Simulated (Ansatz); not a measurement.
## Al in the diamond structure (space group Fd-3m, No. 227; a hypothetical phase, not in the database extracts checked)

Al has the cubic space group Fd-3m, origin choice 1 (No. 227), the diamond structure, Pearson symbol cF8. Conventional cell: a = b = c = 5.9952 Å, α = β = γ = 90.00°. Al on 8a is coordinated by 4 Al at 2.596 Å (tetrahedral). (Neighbours: up to the widest gap in distance over summed covalent radii, below 1.35, at either atom.)
(The calculation used a cell of 2 atoms; values per cell refer to that cell.)

Level of theory: PBEsol (Ansatz, a program for electronic structure), spin-orbit coupling left out. k-mesh 13×13×13 (Γ-centred); smearing 0.05 eV (Fermi–Dirac).

```yaml
volume_per_atom: 26.94 Å³
density: 1.66 g/cm³
band_gap: zero
total_energy: -523.708 eV/atom (σ→0; compares only within this code and set-up)
```

Whether these cells are dynamically stable was not tested.
